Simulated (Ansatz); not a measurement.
Start from ZnSe in the zinc blende structure (space group F-43m, No. 216).

```
CELL_PARAMETERS angstrom
      0.00000     2.83304     2.83304
      2.83304     0.00000     2.83304
      2.83304     2.83304     0.00000
ATOMIC_POSITIONS crystal
  Se 0.75000 0.75000 0.75000
  Zn 0.00000 0.00000 0.00000
```

Cartesian axes are those of the cell as printed.

Calculations: r2SCAN/PAW in Ansatz (a quantum-chemistry and plane-wave program), no spin-orbit coupling, earlier PAW set.

Base values:

| Property | Value |
|---|---|
| Shortest interatomic distance | 2.453 Å |
| Valley order | Γ 1.86 eV; L along ⟨111⟩ 3.05 eV; X along ⟨100⟩ 3.34 eV |

The change: compressive biaxial strain of 1.58 % in the plane normal to [001], as in epitaxy on a mismatched substrate; the out-of-plane cell vector and the atoms relax.

### Question
What does the calculation give for the shortest interatomic distance after the change?

### Answer
The shortest interatomic distance decreases by 0.0107 Å (2.453 Å → 2.443 Å).

### Question
What happens to the valley order?

### Answer
The valley order (the lowest conduction-band minima on the path, energy above the VBM, named in the base's zone) becomes Γ 1.87 eV; L along [111] 3.02 eV; X along [010] 3.21 eV (base: Γ 1.86 eV; L along ⟨111⟩ 3.05 eV; X along ⟨100⟩ 3.34 eV).

The levels and masses belong to the bands next to the band gap. Whether these cells are dynamically stable was not tested.
